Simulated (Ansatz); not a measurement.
System: CaFeSi₂O₆ (C2/c, No. 15). Method: PBEsol (Ansatz, a program for electronic structure, plane waves, PAW).

Run with plane-wave cutoff 500 eV, 6×6×8 k mesh (along the axes of the cell as run), Fermi–Dirac smearing 0.05 eV, spin-polarised with parallel moments, scalar-relativistic PAW data made under PBE.

Cell (relaxed at this level):

```yaml
crystal:
  lattice:
    - [4.96312, -4.41625, 0.05245]
    - [4.96312, 4.41625, 0.05245]
    - [-1.29475, 0.00000, 5.01381]
  atoms:
    - { symbol: Ca, position: [0.69678, 0.30322, 0.25000] }
    - { symbol: Ca, position: [0.30322, 0.69678, 0.75000] }
    - { symbol: Fe, position: [0.08040, 0.91960, 0.25000] }
    - { symbol: Fe, position: [0.91960, 0.08040, 0.75000] }
    - { symbol: Si, position: [0.19217, 0.38637, 0.23269] }
    - { symbol: Si, position: [0.61363, 0.80783, 0.26731] }
    - { symbol: Si, position: [0.80783, 0.61363, 0.76731] }
    - { symbol: Si, position: [0.38637, 0.19217, 0.73269] }
    - { symbol: O, position: [0.02660, 0.21723, 0.15388] }
    - { symbol: O, position: [0.78277, 0.97340, 0.34612] }
    - { symbol: O, position: [0.97340, 0.78277, 0.84612] }
    - { symbol: O, position: [0.21723, 0.02660, 0.65388] }
    - { symbol: O, position: [0.11265, 0.61953, 0.32887] }
    - { symbol: O, position: [0.38047, 0.88735, 0.17113] }
    - { symbol: O, position: [0.88735, 0.38047, 0.67113] }
    - { symbol: O, position: [0.61953, 0.11265, 0.82887] }
    - { symbol: O, position: [0.32913, 0.37489, 0.98790] }
    - { symbol: O, position: [0.62511, 0.67087, 0.51210] }
    - { symbol: O, position: [0.67087, 0.62511, 0.01210] }
    - { symbol: O, position: [0.37489, 0.32913, 0.48790] }
```

What does this level give for the band gap?


* **band gap**: 0.22 eV (on the SCF k mesh)

Note: the magnetic order was assumed, not searched for or taken from measurement; a magnet's gap depends somewhat on the PAW data; the relaxation could not lower the start's symmetry, so the cell can be a saddle point above a distorted one.
